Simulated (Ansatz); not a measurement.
## Response to strain in Bi

Consider Bi (space group R-3m, No. 166; a = 4.4730 Å, c = 11.2655 Å (hexagonal axes); relaxed with 0.1 eV smearing). Axes: x lies along a and z along c of the hexagonal cell.

Strains are applied to the cell and any free atomic positions relax; under biaxial strain the out-of-plane vector relaxes too.

All numbers come from PBEsol-D3(BJ) (Ansatz, a quantum-chemistry and plane-wave program, PAW, no SOC), earlier PAW set.

Candidates:
(a) uniaxial strain ε_yy = +1.99 %
(b) strain tensor (xx, yy, zz, yz, xz, xy) = (+0.06, +0.61, −0.64, +1.08, −1.54, −1.47) %
(c) biaxial strain −3.28 %, plane normal [001], relaxed out of plane

Notes on the quantities. energy relative to the base: free energy F.

**Question.** Order them by energy relative to the base, highest first.

**Answer.** (c) biaxial strain −3.28 %, plane normal [001], relaxed out of plane (+12 meV/atom), (a) uniaxial strain ε_yy = +1.99 % (+3.1 meV/atom), (b) strain tensor (xx, yy, zz, yz, xz, xy) = (+0.06, +0.61, −0.64, +1.08, −1.54, −1.47) % (+2.1 meV/atom)

Whether these cells are dynamically stable was not tested.
